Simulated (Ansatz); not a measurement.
Here is the system:

```
Na2S
1.0
    4.71211     0.00000     0.00000
    2.35606     4.08081     0.00000
    2.35606    -1.36027     3.69371
Na S
2 1
Direct
  0.49603   0.25198   0.75595
  0.50397   0.74802   0.24405
  0.00000   0.00000   0.00000
```

No spin polarisation.

Level of theory: Kohn–Sham DFT with the PBEsol functional, run in Ansatz (a quantum-chemistry and plane-wave program) with PAW and 420 eV plane waves, no spin-orbit coupling. Γ-centred 9×9×9 mesh, Fermi–Dirac width 0.05 eV.

Problem. Predict the valence-band top at Γ, gap character and in-plane stress.

Solution. The valence-band top at Γ (three highest levels, from the VBM) is 0.00, -0.10, -0.10 eV. The gap character is direct at Γ and the mean in-plane stress (compression positive) is -1.3 GPa.

The cells carry an imposed strain or load. No phonon test of stability was made. The cell was made from Na2S in the anti-fluorite structure (space group Fm-3m, No. 225) by this change: biaxial strain +2.50 %, plane normal [111], relaxed out of plane.
